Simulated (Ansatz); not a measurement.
We consider Cd2SnO4 (Imma, No. 74, 14 atoms in the cell; start mp-675857), described by PBEsol+SOC (Ansatz, an electronic-structure program, plane waves, PAW).

Settings: plane-wave cutoff 520 eV, 6×6×6 k mesh, Fermi–Dirac smearing 0.01 eV, PAW data made under PBE.

Cell (relaxed with PBEsol):

```
Cd2SnO4
1.0
   -3.19950     3.23536     4.71543
    3.19950    -3.23536     4.71543
    3.19950     3.23536    -4.71543
Cd Sn O
4 2 8
Direct
  0.38986   0.13986   0.25000
  0.61014   0.86014   0.75000
  0.00000   0.00000   0.50000
  0.00000   0.50000   0.00000
  0.00000   0.50000   0.50000
  0.50000   0.50000   0.00000
  0.24979   0.28147   0.53168
  0.75021   0.71853   0.46832
  0.24979   0.71810   0.96832
  0.75021   0.28190   0.03168
  0.27289   0.28371   0.98918
  0.72711   0.71629   0.01082
  0.79453   0.28371   0.51082
  0.20547   0.71629   0.48918
```

Q: What does this level give for the band gap?

A: 
- band gap = 0.26 eV (on the SCF k mesh)

Cost on a shared machine: around 6 core-minutes (rough).

A start named mp-… is a Materials Project structure, which need not be a measured phase.
